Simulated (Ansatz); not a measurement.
# GaN (space group Pm-3n, No. 223; a hypothetical phase, not in the database extracts checked)

```
CELL_PARAMETERS angstrom
      5.51311     0.00000     0.00000
      0.00000     5.51311     0.00000
      0.00000     0.00000     5.51311
ATOMIC_POSITIONS crystal
  Ga 0.25000 0.00000 0.50000
  Ga 0.50000 0.25000 0.00000
  Ga 0.50000 0.75000 0.00000
  Ga 0.75000 0.00000 0.50000
  Ga 0.00000 0.50000 0.75000
  Ga 0.00000 0.50000 0.25000
  N  0.25000 0.50000 0.00000
  N  0.00000 0.25000 0.50000
  N  0.00000 0.75000 0.50000
  N  0.75000 0.50000 0.00000
  N  0.50000 0.00000 0.75000
  N  0.50000 0.00000 0.25000
```

All numbers come from PBEsol/PAW in Ansatz (a quantum-chemistry and plane-wave program), no SOC. k-mesh 5×5×5 (Γ-centred); smearing 0.05 eV (Fermi–Dirac).

The volume per atom comes out as 13.96 Å³, the density is 4.98 g/cm³ and the band gap comes out as 1.56 eV, direct at Γ. The electron mass is 0.20 mₑ and the lowest conduction-band minima above the VBM is Γ 1.56 eV. The total energy comes out as -2061.259 eV/atom (σ→0; compares only within this code and set-up).

Effective masses come from finite differences of ±0.01 Å⁻¹. Whether these cells are dynamically stable was not tested.
